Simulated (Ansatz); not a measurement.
Pair distribution function (O-Sn) of SnO2 (rutile type), cell Sn24O48, with the crystal as the starting point, held near 7 GPa [in the run: it stayed crystalline; mean temperature 296 K (target 300 K); density 6.86 g/cm³; Γ point only, which a denser mesh shifts by 0.3 GPa in pressure and 0.01 eV/Å in forces], from MD at 296 K. All values below come from PBE (plane waves, PAW; Ansatz, a quantum-chemistry and plane-wave program). Volume per atom 12.15 Å³, mean pressure 6.9 GPa. 

```
r (Å) | g(r)
     1.26 |  0.00
     1.30 |  0.00
     1.34 |  0.00
     1.38 |  0.00
     1.42 |  0.00
     1.46 |  0.00
     1.50 |  0.00
     1.54 |  0.00
     1.58 |  0.00
     1.62 |  0.00
     1.66 |  0.00
     1.70 |  0.00
     1.74 |  0.00
     1.78 |  0.00
     1.82 |  0.00
     1.86 |  0.00
     1.90 |  0.02
     1.94 | # 0.32
     1.98 | ##### 2.72
     2.02 | ################### 10.4
     2.06 | ############################## 16.6
     2.10 | ######################## 13.2
     2.14 | ########## 5.71
     2.18 | ### 1.45
     2.22 |  0.23
     2.26 |  0.01
     2.30 |  0.01
     2.34 |  0.00
     2.38 |  0.00
     2.42 |  0.00
     2.46 |  0.00
     2.50 |  0.00
     2.54 |  0.00
     2.58 |  0.00
     2.62 |  0.00
     2.66 |  0.00
     2.70 |  0.00
     2.74 |  0.00
     2.78 |  0.00
     2.82 |  0.00
     2.86 |  0.00
     2.90 |  0.00
     2.94 |  0.00
     2.98 |  0.00
     3.02 |  0.00
     3.06 |  0.00
     3.10 |  0.00
     3.14 |  0.00
     3.18 |  0.00
     3.22 |  0.00
     3.26 |  0.01
     3.30 |  0.04
     3.34 |  0.10
     3.38 |  0.23
     3.42 | # 0.49
     3.46 | # 0.76
     3.50 | ## 1.04
     3.54 | ### 1.39
     3.58 | ### 1.54
     3.62 | ### 1.51
     3.66 | ### 1.44
     3.70 | ### 1.47
     3.74 | ### 1.72
     3.78 | #### 2.36
     3.82 | ##### 2.64
     3.86 | #### 2.29
     3.90 | ## 1.35
     3.94 | # 0.56
     3.98 |  0.19
     4.02 |  0.17
     4.06 | # 0.38
     4.10 | # 0.78
     4.14 | ## 1.26
     4.18 | ### 1.93
     4.22 | #### 2.43
     4.26 | ##### 2.53
     4.30 | #### 2.28
     4.34 | ### 1.81
     4.38 | ## 1.22
     4.42 | # 0.67
     4.46 | # 0.34
     4.50 |  0.14
     4.54 |  0.17
     4.58 | # 0.39
     4.62 | # 0.78
     4.66 | ## 1.15
     4.70 | ### 1.47
```

Task: From these data, give where the first shell ends and the number of neighbours in it.

Result: g is nil from 2.3 to 3.2 Å, so any cut there serves; 3.0 Sn round each O and 6.0 O round each Sn in the shell, from n = 4πρ∫r²g(r)dr.
